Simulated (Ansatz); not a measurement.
Given:

```
TlGaO2
1.0
    3.04177     0.00000     0.00000
    1.52088     2.63425     0.00000
    1.52088    -0.87808     6.41409
Ga Tl O
1 1 2
Direct
  0.00000   0.00000   0.00000
  0.00000   0.50000   0.50000
  0.43899   0.28050   0.84151
  0.56101   0.71950   0.15849
```

No spin polarisation.

Level of theory: PBEsol (Ansatz, an electronic-structure program), without spin-orbit coupling. Γ-centred 12×12×12 mesh, Fermi–Dirac width 0.05 eV.

Predict the pressure, band gap and space group.

Pressure (mean of the normal stresses, compression positive): 1.8 GPa
Band gap: zero
Space group: R-3m (No. 166)

The mesh was chosen for an insulator and is coarse for the gapless case. With Tl present, leaving out spin-orbit coupling can change the band edges. The cells carry an imposed strain or load. Stability against distortions was not tested. The final runs are not spin-polarised. The cell was made from TlGaO₂ (space group R-3m, No. 166; a hypothetical phase, not in the database extracts checked; layered, stacked along the Cartesian z axis) by this change: biaxial strain −0.91 %, plane normal [001], relaxed out of plane. No dispersion term is included in the PBEsol runs. A zero or small gap of TlGaO2 can be the functional's error rather than a property of the material.
